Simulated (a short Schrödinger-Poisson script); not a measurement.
Stack: symmetric double-gate stack, SiO2 on p-type Si(111), at 300 K.

| layer | material | thickness (nm) | Na (cm⁻³) |
|---|---|---|---|
| 1 | SiO2 | 3.7 | - |
| 2 | Si | 6 | 2e15 |
| 3 | SiO2 | 3.7 | - |

The device is made up for the run: typed textbook-type constants, with dimensions and the other settings drawn at random. SiO2: permittivity 3.9, conduction-band edge (eV) 3.15, gap (eV) 9, electron mass (mₑ) 0.5. Si: permittivity 11.7, conduction-band edge (eV) 0, gap (eV) 1.124, Nv at 300 K (cm⁻³) 3.1e19.

Channel valleys (confinement mass, in-plane density-of-states mass, number): Δ6 0.258, 0.358, 6. At the gates, both at one voltage, the conduction-band edge of layer 1 lies 3.4 eV − eVg above the Fermi level of the channel. Gaps are held at their typed values at every temperature. Mesh 0.03 nm at interfaces.

From a short Schrödinger-Poisson script (our own, NumPy): 1D Poisson equation in equilibrium, electrons quantum, Hartree (BenDaniel-Duke, 12 states a valley, the channel's in-plane mass for all, wave functions free to enter the dielectric), parabolic valleys, classical holes, full ionisation, no traps, pinning or gate leakage.

The same stack at other levels of the model or other numerical settings:

```
run                                          sheet density of all electrons at Vg = 2.4 V (cm⁻²)  sheet density of all electrons at Vg = 0.6 V (cm⁻²)  capacitance of both gates at Vg = 2.4 V (μF/cm²)  rough cost against the base
-------------------------------------------  ---------------------------------------------------  ---------------------------------------------------  ------------------------------------------------  ---------------------------
base                                                                                     2.20e13                                              3.70e12                                              1.69                      about 1
electrons treated as classical, Boltzmann                                                    ___                                              4.21e12                                               ___                         0.03
electrons treated as classical, Fermi-Dirac                                                  ___                                              4.17e12                                              1.77                          0.1
mesh six times as coarse                                                                 2.20e13                                              3.69e12                                              1.68                          0.3
one subband a valley                                                                     2.19e13                                              3.69e12                                              1.67                          0.4
```

What belongs in the gaps?


- electrons treated as classical, Boltzmann, capacitance of both gates at Vg = 2.4 V (μF/cm²): 1.82
- electrons treated as classical, Fermi-Dirac, sheet density of all electrons at Vg = 2.4 V (cm⁻²): 2.37e13
- electrons treated as classical, Boltzmann, sheet density of all electrons at Vg = 2.4 V (cm⁻²): 2.42e13

The classical rows ignore confinement, and Boltzmann statistics overrate the density once the band edge passes the Fermi level.
